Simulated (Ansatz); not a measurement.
## A computed series for hypothetical zinc blende LuP: response to strain

The reference is LuP in the zinc blende structure (space group F-43m, No. 216; a = 6.161 Å; a hypothetical phase, not in the database extracts checked).

Strains are applied to the cell and any free atomic positions relax.

Computed with Kohn–Sham DFT with the PBE functional, run in Ansatz (a program for electronic structure) with PAW and 420 eV plane waves, spin-orbit coupling left out.

Notes on the quantities. energy relative to the base: free energy F.

```json
[
 {"isotropic strain (%)": "-2.62", "energy relative to the base (meV/atom)": "35.7"},
 {"isotropic strain (%)": "-0.82", "energy relative to the base (meV/atom)": "3.3"},
 {"isotropic strain (%)": "0", "energy relative to the base (meV/atom)": "0.0"},
 {"isotropic strain (%)": "0.65", "energy relative to the base (meV/atom)": "?"},
 {"isotropic strain (%)": "1.88", "energy relative to the base (meV/atom)": "16.3"}
]
```

Question: Fit ΔE = Aε² + Bε³ (ε in %) to the rows shown and predict the withheld row.

Answer: Least squares on the printed values gives A = 4.86 and B = -0.13 meV/atom (largest residual 0.0 meV/atom); this predicts 2.0 meV/atom, and the run gives 2.0 meV/atom, in agreement.

Stability against distortions was not tested.
